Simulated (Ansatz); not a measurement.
# Si well of 9 atomic layers along [001] in random Si0.8Ge0.2, interfaces graded over 4 layers

Prepared with Tersoff's 1989 multicomponent potential (SiCGe.tersoff) in LAMMPS: minimisation. Geometry as solved with PBE, support functions at accuracy medium on the grid of 370 eV (Ansatz, a program for electronic structure).

```xyz
648
Lattice="16.58 0.00 0.00 0.00 16.58 0.00 0.00 0.00 49.56" Properties=species:S:1:pos:R:3 pbc="T T T"
Si     0.01    -0.01    -0.01
Si     1.36     1.39     1.36
Si     2.72     2.75    -0.03
Ge     4.11     4.19     1.35
Si     2.71     0.03     2.75
Ge     4.10     1.40     4.17
Si     0.02     2.76     2.78
Si     1.40     4.13     4.15
Si    -0.04     0.04     5.58
Si     1.36     1.41     6.94
Si     2.73     2.80     5.59
Si     4.15     4.16     6.94
Si     2.77     0.04     8.28
Si     4.14     1.40     9.65
Si    -0.02     2.77     8.32
Si     1.36     4.17     9.68
Ge    -0.01     0.06    11.11
Si     1.38     1.41    12.53
Ge     2.77     2.77    11.08
Si     4.21     4.13    12.46
Si     2.74     0.03    13.90
Si     4.15     1.40    15.24
Si    -0.02     2.77    13.88
Si     1.36     4.11    15.26
Si    -0.01     0.01    16.61
Si     1.38     1.38    17.97
Si     2.76     2.76    16.62
Si     4.14     4.14    17.98
Si     2.76     0.00    19.33
Si     4.14     1.38    20.69
Si     0.00     2.77    19.33
Si     1.38     4.14    20.70
Si     0.00     0.00    22.06
Si     1.39     1.38    23.42
Si     2.76     2.76    22.06
Si     4.15     4.14    23.42
Si     2.76     0.00    24.79
Si     4.15     1.39    26.15
Si     0.01     2.77    24.78
Si     1.39     4.15    26.14
Si     0.00     0.01    27.50
Si     1.39     1.39    28.86
Si     2.77     2.77    27.51
Si     4.15     4.15    28.88
Si     2.78     0.04    30.23
Si     4.15     1.41    31.61
Si     0.01     2.76    30.23
Si     1.38     4.14    31.60
Si    -0.04     0.01    33.01
Ge     1.38     1.40    34.40
Si     2.77     2.79    32.96
Si     4.12     4.17    34.33
Si     2.76     0.00    35.81
Si     4.12     1.37    37.17
Si    -0.02     2.80    35.79
Si     1.39     4.17    37.12
Si     0.02     0.00    38.52
Si     1.42     1.35    39.87
Si     2.74     2.77    38.51
Si     4.08     4.15    39.89
Si     2.77    -0.03    41.27
Si     4.10     1.35    42.68
Ge     0.04     2.73    41.29
Si     1.41     4.17    42.68
Si     0.02    -0.02    44.02
Si     1.39     1.37    45.39
Si     2.76     2.77    44.04
Si     4.13     4.15    45.42
Si     2.75    -0.01    46.77
Si     4.09     1.40    48.14
Ge     0.00     2.78    46.80
Si     1.39     4.18    48.20
Si     0.00     5.53     0.02
Si     1.38     6.91     1.39
Si     2.76     8.28     0.01
Si     4.17     9.63     1.36
Si     2.74     5.55     2.79
Si     4.15     6.91     4.15
Si     0.02     8.26     2.78
Si     1.39     9.62     4.15
Ge     0.00     5.51     5.55
Si     1.44     6.89     6.93
Si     2.77     8.26     5.52
Ge     4.15     9.66     6.94
Si     2.78     5.53     8.33
Si     4.16     6.90     9.72
Ge     0.04     8.24     8.36
Si     1.40     9.68     9.75
Si    -0.04     5.48    11.07
Ge     1.35     6.93    12.45
Si     2.79     8.31    11.08
Si     4.14     9.62    12.52
Ge     2.78     5.49    13.87
Si     4.19     6.88    15.24
Si    -0.04     8.33    13.87
Si     1.36     9.69    15.22
Si    -0.01     5.51    16.61
Si     1.35     6.87    18.00
Ge     2.75     8.26    16.59
Ge     4.17     9.70    18.01
Si     2.76     5.52    19.34
Si     4.15     6.90    20.70
Si     0.00     8.28    19.35
Si     1.37     9.67    20.71
Si     0.00     5.52    22.06
Si     1.38     6.91    23.41
Si     2.77     8.29    22.06
Si     4.15     9.68    23.42
Si     2.76     5.53    24.78
Si     4.15     6.91    26.14
Si     0.00     8.29    24.77
Si     1.38     9.66    26.13
Si     0.01     5.53    27.51
Si     1.39     6.91    28.86
Si     2.76     8.29    27.50
Si     4.14     9.66    28.86
Si     2.76     5.53    30.24
Si     4.14     6.91    31.60
Si     0.03     8.31    30.22
Si     1.39     9.67    31.61
Si     0.04     5.51    33.01
Si     1.42     6.90    34.35
Si     2.77     8.30    32.98
Si     4.14     9.68    34.37
Si     2.77     5.53    35.74
Si     4.11     6.95    37.11
Ge     0.01     8.30    35.74
Si     1.41     9.70    37.16
Si     0.04     5.57    38.48
Si     1.39     6.92    39.90
Si     2.76     8.31    38.53
Si     4.15     9.68    39.89
Si     2.76     5.54    41.28
Si     4.14     6.92    42.64
Si     0.03     8.30    41.28
Si     1.41     9.69    42.64
Si    -0.01     5.52    44.03
Ge     1.40     6.92    45.44
Si     2.79     8.31    44.00
Si     4.18     9.66    45.37
Si     2.79     5.51    46.83
Si     4.14     6.94    48.17
Si    -0.01     8.30    46.86
Si     1.37     9.66    48.21
Si     0.01    11.07    -0.02
Si     1.35    12.45     1.37
Si     2.73    13.80     0.00
Ge     4.12    15.18     1.42
Ge     2.77    11.04     2.76
Si     4.19    12.42     4.17
Si    -0.04    13.81     2.73
Ge     1.33    15.22     4.15
Ge     0.02    11.07     5.51
Si     1.37    12.43     6.97
Ge     2.78    13.81     5.58
Si     4.14    15.23     6.97
Si     2.71    11.04     8.33
Ge     4.12    12.41     9.72
Si    -0.03    13.80     8.30
Ge     1.39    15.20     9.68
Si    -0.02    11.04    11.08
Ge     1.38    12.43    12.49
Si     2.76    13.83    11.10
Ge     4.13    15.20    12.51
Si     2.79    11.03    13.88
Si     4.15    12.44    15.24
Si     0.02    13.85    13.89
Si     1.38    15.23    15.26
Si     0.02    11.03    16.64
Si     1.38    12.45    17.98
Si     2.76    13.82    16.60
Si     4.15    15.21    17.96
Si     2.74    11.09    19.38
Si     4.15    12.46    20.72
Si    -0.01    13.83    19.33
Si     1.38    15.20    20.70
Si    -0.01    11.06    22.06
Si     1.38    12.44    23.42
Si     2.76    13.83    22.07
Si     4.14    15.21    23.43
Si     2.75    11.06    24.77
Si     4.14    12.44    26.13
Si     0.00    13.82    24.78
Si     1.38    15.20    26.14
Si     0.00    11.05    27.49
Si     1.41    12.40    28.84
Si     2.76    13.82    27.50
Si     4.13    15.22    28.86
Si     2.77    11.04    30.24
Si     4.14    12.43    31.61
Ge    -0.02    13.79    30.20
Ge     1.40    15.21    31.63
Si     0.00    11.04    32.98
Si     1.41    12.39    34.35
Si     2.77    13.77    32.99
Ge     4.15    15.19    34.39
Si     2.77    11.05    35.76
Si     4.14    12.42    37.13
Ge     0.02    13.82    35.73
Si     1.40    15.21    37.17
Si     0.03    11.06    38.52
Si     1.40    12.44    39.89
Si     2.78    13.81    38.52
Si     4.14    15.17    39.91
Si     2.78    11.06    41.26
Si     4.14    12.44    42.65
Si     0.03    13.82    41.27
Si     1.39    15.19    42.64
Si     0.05    11.07    44.02
Si     1.38    12.47    45.40
Si     2.77    13.82    44.02
Si     4.12    15.20    45.39
Ge     2.77    11.04    46.79
Si     4.14    12.42    48.23
Si     0.02    13.82    46.80
Si     1.39    15.20    48.17
Ge     5.53     0.03    -0.03
Si     6.91     1.40     1.40
Ge     8.32     2.77     0.01
Si     9.68     4.19     1.42
Ge     8.27     0.00     2.82
Si     9.69     1.38     4.20
Ge     5.55     2.81     2.78
Si     6.92     4.22     4.18
Ge     5.54    -0.02     5.58
Si     6.90     1.42     6.97
Ge     8.30     2.80     5.58
Si     9.71     4.18     6.99
Ge     8.32     0.02     8.34
Si     9.71     1.42     9.75
Si     5.53     2.80     8.32
Si     6.92     4.15     9.71
Ge     5.55     0.04    11.07
Si     6.94     1.41    12.49
Si     8.30     2.78    11.11
Si     9.65     4.14    12.50
Si     8.28    -0.02    13.83
Ge     9.68     1.38    15.23
Si     5.55     2.76    13.86
Si     6.91     4.15    15.24
Si     5.53     0.01    16.60
Si     6.90     1.39    17.97
Si     8.27     2.79    16.62
Si     9.68     4.15    17.97
Si     8.29     0.01    19.34
Si     9.67     1.39    20.70
Si     5.52     2.76    19.34
Si     6.91     4.14    20.69
Si     5.52     0.00    22.06
Si     6.91     1.39    23.41
Si     8.29     2.77    22.06
Si     9.67     4.15    23.42
Si     8.29     0.01    24.76
Si     9.67     1.38    26.13
Si     5.53     2.76    24.78
Si     6.91     4.15    26.14
Si     5.53     0.00    27.51
Si     6.91     1.39    28.87
Si     8.29     2.76    27.49
Si     9.66     4.15    28.86
Si     8.31     0.02    30.21
Si     9.65     1.41    31.59
Si     5.53     2.78    30.24
Si     6.90     4.16    31.62
Si     5.52     0.04    32.99
Si     6.93     1.38    34.34
Si     8.29     2.77    32.97
Si     9.70     4.13    34.33
Si     8.28    -0.01    35.70
Ge     9.71     1.36    37.10
Ge     5.50     2.75    35.73
Si     6.88     4.14    37.13
Si     5.49    -0.02    38.54
Si     6.87     1.31    39.91
Ge     8.23     2.73    38.52
Ge     9.66     4.14    39.94
Si     8.27    -0.02    41.29
Si     9.66     1.36    42.66
Ge     5.48     2.74    41.27
Ge     6.90     4.19    42.68
Si     5.50    -0.04    44.01
Ge     6.91     1.36    45.41
Si     8.32     2.76    44.02
Si     9.65     4.17    45.38
Si     8.32    -0.05    46.81
Si     9.67     1.36    48.15
Si     5.47     2.77    46.78
Ge     6.87     4.18    48.15
Si     5.52     5.61     0.00
Si     6.90     6.93     1.40
Si     8.22     8.30    -0.02
Ge     9.65     9.66     1.39
Si     8.29     5.56     2.78
Si     9.70     6.88     4.16
Si     5.52     8.29     2.77
Si     6.89     9.68     4.14
Si     5.51     5.54     5.55
Si     6.89     6.88     6.96
Ge     8.29     8.29     5.55
Si     9.68     9.69     6.96
Si     8.29     5.54     8.33
Si     9.65     6.94     9.69
Si     5.55     8.26     8.35
Si     6.94     9.64     9.70
Si     5.55     5.53    11.09
Si     6.92     6.90    12.46
Si     8.29     8.28    11.09
Si     9.65     9.64    12.48
Si     8.28     5.52    13.86
Si     9.67     6.89    15.24
Si     5.53     8.24    13.84
Ge     6.91     9.67    15.23
Si     5.54     5.52    16.62
Si     6.93     6.90    17.98
Si     8.32     8.27    16.63
Si     9.68     9.67    17.99
Si     8.31     5.52    19.34
Si     9.68     6.91    20.70
Si     5.56     8.27    19.37
Si     6.92     9.68    20.71
Si     5.53     5.52    22.06
Si     6.91     6.91    23.41
Si     8.30     8.29    22.07
Si     9.68     9.67    23.43
Si     8.29     5.53    24.78
Si     9.67     6.91    26.14
Si     5.53     8.28    24.77
Si     6.91     9.66    26.13
Si     5.52     5.53    27.50
Si     6.90     6.91    28.87
Si     8.29     8.28    27.50
Si     9.70     9.65    28.84
Si     8.26     5.51    30.22
Ge     9.69     6.90    31.59
Si     5.51     8.28    30.23
Si     6.85     9.67    31.61
Si     5.51     5.54    32.97
Si     6.84     6.91    34.38
Ge     8.25     8.32    33.02
Si     9.67     9.74    34.38
Ge     8.28     5.52    35.74
Si     9.63     6.95    37.14
Si     5.50     8.30    35.75
Si     6.90     9.67    37.13
Ge     5.50     5.56    38.52
Si     6.92     6.95    39.92
Si     8.27     8.31    38.52
Si     9.65     9.69    39.90
Si     8.29     5.60    41.30
Si     9.67     6.94    42.67
Si     5.52     8.30    41.28
Si     6.90     9.68    42.65
Si     5.48     5.57    44.07
Si     6.89     6.94    45.41
Si     8.27     8.30    44.03
Si     9.66     9.66    45.41
Si     8.27     5.54    46.73
Ge     9.67     6.92    48.17
Si     5.51     8.31    46.78
Si     6.88     9.68    48.16
Si     5.53    11.04     0.01
Si     6.89    12.42     1.40
Si     8.24    13.79     0.01
Ge     9.67    15.15     1.40
Si     8.27    11.07     2.79
Si     9.66    12.42     4.17
Si     5.55    13.79     2.81
Si     6.91    15.14     4.19
Si     5.56    11.06     5.53
Si     6.95    12.40     6.91
Si     8.31    13.80     5.56
Si     9.68    15.19     6.92
Si     8.29    11.05     8.33
Si     9.64    12.46     9.69
Ge     5.57    13.82     8.31
Si     6.96    15.19     9.74
Ge     5.56    11.01    11.14
Si     6.95    12.46    12.50
Si     8.31    13.82    11.11
Si     9.69    15.21    12.46
Si     8.31    11.05    13.82
Ge     9.69    12.46    15.23
Si     5.55    13.80    13.89
Si     6.90    15.21    15.23
Si     5.54    11.11    16.61
Si     6.92    12.46    17.98
Si     8.28    13.86    16.62
Si     9.67    15.21    17.99
Si     8.29    11.06    19.33
Si     9.67    12.43    20.70
Si     5.52    13.83    19.34
Si     6.91    15.21    20.70
Si     5.53    11.06    22.06
Si     6.91    12.44    23.42
Si     8.29    13.82    22.06
Si     9.67    15.20    23.41
Si     8.29    11.06    24.78
Si     9.68    12.44    26.13
Si     5.53    13.82    24.78
Si     6.91    15.22    26.13
Si     5.49    11.02    27.47
Ge     6.88    12.46    28.83
Si     8.31    13.85    27.47
Si     9.68    15.21    28.86
Ge     8.32    11.04    30.26
Si     9.71    12.46    31.64
Si     5.47    13.83    30.23
Ge     6.91    15.20    31.61
Si     5.51    11.06    32.99
Si     6.90    12.41    34.37
Si     8.29    13.78    33.01
Si     9.63    15.18    34.36
Si     8.27    11.06    35.76
Si     9.64    12.41    37.16
Si     5.53    13.76    35.75
Ge     6.90    15.18    37.13
Si     5.53    11.05    38.51
Si     6.90    12.43    39.90
Si     8.30    13.79    38.54
Si     9.63    15.22    39.88
Si     8.27    11.05    41.27
Si     9.63    12.40    42.69
Si     5.52    13.80    41.27
Si     6.90    15.17    42.65
Si     5.53    11.06    44.01
Si     6.91    12.40    45.39
Si     8.27    13.81    44.04
Si     9.67    15.19    45.40
Si     8.26    11.01    46.76
Ge     9.65    12.41    48.16
Ge     5.52    13.80    46.80
Si     6.94    15.19    48.18
Ge    11.09     0.02     0.00
Si    12.50     1.40     1.40
Si    13.88     2.75     0.04
Si    15.23     4.14     1.41
Si    13.87     0.02     2.75
Si    15.21     1.40     4.16
Ge    11.09     2.78     2.81
Si    12.48     4.19     4.20
Si    11.03    -0.01     5.55
Ge    12.44     1.39     6.95
Si    13.84     2.78     5.53
Si    15.18     4.12     6.95
Si    13.83    -0.02     8.35
Si    15.18     1.42     9.69
Si    11.06     2.80     8.36
Si    12.46     4.13     9.72
Si    11.07     0.02    11.11
Si    12.44     1.40    12.48
Si    13.81     2.76    11.10
Si    15.19     4.13    12.48
Si    13.78     0.04    13.90
Si    15.19     1.39    15.24
Si    11.07     2.79    13.83
Si    12.45     4.15    15.23
Si    11.07    -0.01    16.64
Si    12.44     1.38    17.98
Si    13.81     2.76    16.60
Si    15.19     4.14    17.97
Si    13.82     0.01    19.35
Si    15.21     1.39    20.70
Si    11.06     2.76    19.33
Si    12.44     4.14    20.70
Si    11.05     0.00    22.06
Si    12.44     1.38    23.42
Si    13.82     2.77    22.06
Si    15.20     4.15    23.42
Si    13.82     0.00    24.78
Si    15.21     1.38    26.13
Si    11.06     2.77    24.78
Si    12.44     4.15    26.14
Si    11.04    -0.02    27.47
Ge    12.44     1.39    28.87
Si    13.85     2.79    27.48
Si    15.21     4.15    28.86
Si    13.85    -0.02    30.25
Si    15.24     1.36    31.59
Si    11.02     2.80    30.25
Si    12.43     4.16    31.59
Ge    11.05    -0.01    32.98
Si    12.45     1.38    34.39
Ge    13.84     2.77    32.98
Si    15.24     4.17    34.39
Si    13.83     0.01    35.75
Si    15.21     1.37    37.13
Si    11.08     2.78    35.71
Si    12.47     4.13    37.07
Si    11.08    -0.03    38.54
Si    12.45     1.37    39.88
Si    13.79     2.73    38.46
Ge    15.22     4.13    39.83
Si    13.86     0.03    41.25
Si    15.21     1.36    42.69
Si    11.06     2.70    41.29
Ge    12.42     4.12    42.69
Si    11.04     0.02    44.06
Si    12.47     1.36    45.40
Si    13.85     2.74    44.06
Si    15.18     4.17    45.40
Si    13.87     0.02    46.77
Si    15.20     1.37    48.20
Ge    11.05     2.76    46.77
Ge    12.48     4.17    48.22
Si    11.06     5.55     0.06
Si    12.45     6.90     1.40
Si    13.80     8.26    -0.01
Ge    15.21     9.67     1.39
Si    13.83     5.52     2.77
Si    15.21     6.89     4.12
Si    11.05     8.24     2.77
Ge    12.39     9.68     4.16
Si    11.06     5.52     5.57
Si    12.40     6.87     6.97
Ge    13.80     8.23     5.55
Ge    15.19     9.68     6.97
Si    13.80     5.49     8.32
Si    15.18     6.83     9.70
Si    11.05     8.29     8.31
Si    12.42     9.66     9.68
Ge    11.05     5.53    11.09
Si    12.43     6.90    12.52
Ge    13.81     8.27    11.09
Si    15.20     9.70    12.47
Si    13.83     5.52    13.86
Si    15.21     6.90    15.23
Si    11.02     8.26    13.85
Ge    12.44     9.67    15.23
Si    11.06     5.52    16.59
Si    12.44     6.90    17.97
Si    13.85     8.26    16.62
Si    15.21     9.66    17.98
Si    13.82     5.52    19.34
Si    15.20     6.90    20.70
Si    11.06     8.29    19.34
Si    12.44     9.67    20.69
Si    11.06     5.53    22.06
Si    12.44     6.91    23.42
Si    13.82     8.29    22.06
Si    15.20     9.67    23.42
Si    13.82     5.53    24.78
Si    15.21     6.91    26.14
Si    11.06     8.29    24.79
Si    12.45     9.68    26.14
Si    11.05     5.53    27.50
Si    12.45     6.91    28.85
Si    13.83     8.30    27.50
Si    15.21     9.68    28.88
Si    13.81     5.51    30.21
Ge    15.21     6.91    31.62
Si    11.09     8.30    30.21
Si    12.43     9.67    31.61
Si    11.09     5.51    33.00
Si    12.46     6.89    34.36
Si    13.80     8.31    33.00
Si    15.18     9.69    34.35
Si    13.85     5.54    35.74
Si    15.20     6.90    37.14
Ge    11.07     8.30    35.75
Si    12.48     9.70    37.13
Ge    11.07     5.53    38.46
Ge    12.44     7.00    39.89
Si    13.87     8.34    38.49
Si    15.27     9.65    39.88
Ge    13.85     5.56    41.29
Si    15.25     6.95    42.68
Si    11.01     8.34    41.30
Si    12.41     9.65    42.69
Si    11.03     5.56    44.06
Si    12.44     6.91    45.42
Si    13.80     8.27    44.03
Ge    15.20     9.69    45.42
Si    13.84     5.56    46.78
Si    15.21     6.90    48.19
Si    11.08     8.32    46.77
Si    12.45     9.66    48.17
Si    11.07    11.01    -0.03
Ge    12.46    12.42     1.37
Si    13.88    13.82    -0.01
Si    15.22    15.22     1.37
Si    13.83    11.07     2.80
Si    15.19    12.47     4.14
Si    11.05    13.77     2.80
Ge    12.45    15.21     4.15
Si    11.00    11.06     5.57
Ge    12.43    12.46     6.95
Si    13.86    13.84     5.55
Si    15.20    15.21     6.95
Si    13.80    11.06     8.37
Si    15.19    12.44     9.71
Si    11.03    13.86     8.35
Si    12.42    15.22     9.72
Ge    11.04    11.05    11.08
Si    12.44    12.46    12.47
Si    13.79    13.80    11.07
Ge    15.15    15.20    12.51
Si    13.82    11.07    13.81
Ge    15.20    12.44    15.26
Si    11.09    13.86    13.83
Si    12.43    15.22    15.25
Si    11.06    11.06    16.65
Si    12.44    12.45    18.00
Si    13.79    13.85    16.63
Si    15.19    15.22    17.98
Si    13.83    11.05    19.33
Si    15.21    12.44    20.69
Si    11.05    13.82    19.35
Si    12.44    15.21    20.70
Si    11.06    11.05    22.06
Si    12.44    12.43    23.41
Si    13.82    13.82    22.05
Si    15.20    15.20    23.41
Si    13.82    11.06    24.78
Si    15.20    12.44    26.14
Si    11.06    13.82    24.76
Si    12.43    15.19    26.12
Si    11.06    11.06    27.50
Si    12.44    12.43    28.88
Si    13.80    13.82    27.49
Si    15.18    15.22    28.83
Si    13.81    11.05    30.25
Si    15.18    12.41    31.64
Si    11.06    13.82    30.23
Si    12.47    15.17    31.59
Si    11.07    11.07    32.99
Si    12.47    12.42    34.36
Si    13.82    13.81    32.99
Si    15.17    15.21    34.35
Si    13.83    11.07    35.75
Si    15.23    12.40    37.12
Ge    11.05    13.81    35.76
Si    12.45    15.24    37.13
Si    11.03    11.01    38.48
Ge    12.42    12.41    39.87
Ge    13.87    13.84    38.49
Si    15.25    15.23    39.92
Ge    13.86    11.01    41.30
Si    15.27    12.44    42.65
Ge    10.99    13.81    41.29
Ge    12.45    15.24    42.66
Si    11.04    11.04    44.05
Si    12.41    12.40    45.43
Ge    13.87    13.80    44.08
Si    15.26    15.23    45.44
Si    13.80    11.08    46.84
Si    15.23    12.44    48.17
Si    11.04    13.81    46.74
Ge    12.49    15.17    48.12
```
